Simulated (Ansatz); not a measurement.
Results of PBE in Ansatz (PAW) for antifluorite Be₂C.

Settings: plane-wave cutoff 520 eV, 14×14×14 k mesh, perturbation theory, scalar-relativistic PAW data made under PBE.

The cell has the measured lattice parameters. Conventional cell: a = 4.3400 Å, b = 4.3400 Å, c = 4.3400 Å, α = 90.00°, β = 90.00°, γ = 90.00°.

Harmonic phonon frequencies (cm⁻¹; i marks an imaginary mode; at Γ without the LO shift):

```json
[
 {"q point": "Γ", "frequencies": "0 0 0 625 625 625 689 689 689"},
 {"q point": "X", "frequencies": "393 393 410 601 601 713 713 765 950"},
 {"q point": "L", "frequencies": "417 417 595 595 614 652 652 784 792"}
]
```

No imaginary mode appears at these points.

Note: the cell isn't this level's own, so it is under some stress, which shifts stiffness and frequencies.

Ansatz is a first-principles code.
